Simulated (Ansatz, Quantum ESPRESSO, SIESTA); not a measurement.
Code comparison for La3Pb (Pm-3m, 4 atoms in the cell)

Self-consistent single point.

```xyz
4
Lattice="5.0337 0.0000 0.0000 0.0000 5.0337 0.0000 0.0000 0.0000 5.0337" Properties=species:S:1:pos:R:3 pbc="T T T"
La     2.5169     2.5169     0.0000
La     0.0000     2.5169     2.5169
La     2.5169     0.0000     2.5169
Pb     0.0000     0.0000     0.0000
```

All programs got the same cell, k-point mesh and kind of occupations (in Ansatz's words: kpoints.mp_grid.grid = 9 9 9; scf.occupations.method = fermi_dirac; scf.occupations.width = 0.1 eV); potentials, basis and cutoffs are each program's usual ones.

| code | model | pressure (GPa) | k-points | cutoff |
|---|---|---|---|---|
| Quantum ESPRESSO | PBEsol, GBRV 1.5 ultrasoft (PBESOL) pseudopotentials | -1.10 | 35 | 40 Ry |
| Ansatz | PBEsol, PAW files made with PBE | -1.24 | 35 | default |
| SIESTA | GGA PBEsol, numerical atomic orbitals TZP, PseudoDojo PBEsol standard norm-conserving potentials (rewritten from UPF to PSML) | 0.71 | 365 | grid 350 Ry |

The spread over the programs that give each value: pressure within 1.95 GPa.

The starting cell comes from a database of computed structures (which also holds hypothetical and non-ambient phases and stackings), without a prior relaxation at this level. Its lattice was rescaled by a random factor within 2.5 % of one. On Ansatz's run: Spin-orbit coupling is off.

Why do the programs differ, and what cannot be compared?

Differences of this kind can come from the potentials, where these differ, and from what each basis and cutoff leave unconverged. The zero of total energies and Fermi levels follows the potentials and each program's conventions, so they are not compared here. SIESTA uses small atom-centred bases, whose incompleteness enters pressures, forces and empty levels differently from a plane-wave cutoff. Ansatz's pressure is given at a fixed set of plane waves, as the other plane-wave codes print theirs. The programs reduce the same mesh by symmetry to different extents, which changes the work and not the result. In the pressure, SIESTA (by 1.88) lies more than 1 GPa from the median of the plane-wave programs.

Left out of this page: ABINIT (stopped by limits of time or memory); Elk and FLEUR (not drawn, or without a comparable value).

Ansatz is a quantum-chemistry and plane-wave program.

Keys are those of Ansatz 0.2.
